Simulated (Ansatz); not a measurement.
The starting structures come from a database of crystals and need not be the phases stable at ambient conditions.

Here is the system:

```
CsMgBr3
1.0
    6.50989     0.00000     0.00000
    0.00000     7.64835     0.00000
    0.00000    -3.82418     6.62367
Cs Mg Br
2 2 6
Direct
  0.75000   0.33333   0.66667
  0.25000   0.66667   0.33333
  0.50000   0.00000   0.00000
  0.00000   0.00000   0.00000
  0.75000   0.83984   0.67969
  0.25000   0.16015   0.32031
  0.25000   0.67969   0.83984
  0.75000   0.32031   0.16015
  0.75000   0.83984   0.16015
  0.25000   0.16015   0.83984
```

Space group of this cell: P6_3/mmc. The cell is taken as given.

Transport runs along the normal of the first two printed cell vectors, the (100) plane of the conventional cell.

The gap is the functional's own, uncorrected, and κ follows it; spin-orbit coupling is left out. Mid-gap values are interpolated between the computed energies.

**Question.** Compute, with r2SCAN run with Ansatz (a first-principles code), the band gap and the smallest decay constant κ at mid-gap.

**Answer.** Gap 4.96 eV on a 6×6×6 mesh; κ = 0.327 1/Å, at the zone centre.
